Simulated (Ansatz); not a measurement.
The parent structure is ZnSiP₂ in the chalcopyrite structure (space group I-42d, No. 122; a = 5.378 Å, c = 10.466 Å).

Calculations: Ansatz (a first-principles code) r2SCAN, without spin-orbit coupling.

Base values:

The pressure comes out as 0.00 GPa. The hole mass comes out as 0.18 mₑ along c, 0.38 mₑ across (at Γ) and the valence-band top at Γ is 0.00, -0.13, -0.13 eV.

Perturbation: the cell is scaled by 1.0393 in all directions; the atoms relax in the strained cell.

**Question.** How does this affect the energy relative to the base, pressure, hole mass and valence-band top at Γ?

**Answer.** The energy goes up by 67 meV/atom; the pressure (mean of the normal stresses, compression positive) goes from zero to -8.39 GPa; the hole mass goes from 0.18 mₑ along c, 0.38 mₑ across (at Γ) to 0.14 mₑ along c, 0.46 mₑ across (at Γ); the valence-band top at Γ (three highest levels, from the VBM) becomes 0.00, -0.11, -0.11 eV (base: 0.00, -0.13, -0.13 eV).

The levels and masses belong to the bands next to the band gap. Effective masses come from finite differences of ±0.01 Å⁻¹. No phonon test of stability was made.
